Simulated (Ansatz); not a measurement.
We consider SiO₂ (Ama2, No. 40, 12 atoms in the cell; start mp-554573; a measured phase of this formula has another space group), described by r²SCAN+rVV10 in Ansatz (PAW).

Settings: plane-wave cutoff 560 eV, 4×8×8 k mesh (along the axes of the cell as run), Fermi–Dirac smearing 0.01 eV, scalar-relativistic PAW data made under PBE.

Cell (relaxed at this level):

```cif
data_O16Si8
_chemical_formula_sum 'Si8 O16'
_space_group_name_H-M_alt 'Ama2'
_space_group_IT_number 40
_space_group_name_Hall 'A 2 -2a'
_cell_length_a 8.22962
_cell_length_b 8.71743
_cell_length_c 4.90664
_cell_angle_alpha 90.000
_cell_angle_beta 90.000
_cell_angle_gamma 90.000
loop_
_atom_site_label
_atom_site_type_symbol
_atom_site_symmetry_multiplicity
_atom_site_Wyckoff_symbol
_atom_site_fract_x
_atom_site_fract_y
_atom_site_fract_z
_atom_site_occupancy
Si1 Si 8 c 0.06282 0.33607 0.00455 1
O1 O 4 a 0.00000 0.00000 0.61586 1
O2 O 8 c 0.04698 0.21184 0.24624 1
O3 O 4 b 0.75000 0.15462 0.40958 1
```
(The calculation used a cell of 12 atoms; values per cell refer to that cell.)

Question: Predict the band gap.

Answer: 
band gap: 6.36 eV (on the SCF k mesh)

Note: the relaxation could not lower the start's symmetry, so the cell can be a saddle point above a distorted one.

Computed values are for the static lattice.

Cost on a shared machine: around 12 core-minutes (rough).

A start named mp-… is a Materials Project structure, which need not be a measured phase.

Ansatz is a program for electronic structure.
